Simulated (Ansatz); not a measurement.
Input:

```xyz
4
Lattice="4.1966 0.0000 0.0000 2.0983 3.6343 0.0000 0.0000 0.0000 7.0198" Properties=species:S:1:pos:R:3 pbc="T T T"
Cd     2.0983     1.2114     0.0208
Cd     4.1966     2.4229     3.5307
Se     2.0983     1.2114     2.6186
Se     4.1966     2.4229     6.1285
```

No spin polarisation.

Computed with Ansatz (an electronic-structure program), LDA, PAW, cutoff 420 eV, scalar-relativistic without spin-orbit coupling. k-mesh 9×9×5 (Γ-centred); smearing 0.05 eV (Fermi–Dirac).

### Question
Predict the band gap, width of the top valence band, valence-band top at Γ and gap character.

### Answer
Band gap: 0.44 eV
Width of the top valence band: 1.95 eV
Valence-band top at Γ (three highest levels, from the VBM): 0.00, 0.00, -0.18 eV
Gap character: direct at Γ

The cells carry an imposed strain or load. Whether these cells are dynamically stable was not tested. The cell was made from CdSe in the wurtzite structure (space group P6_3mc, No. 186) by this change: biaxial strain −1.20 %, plane normal [001], relaxed out of plane.
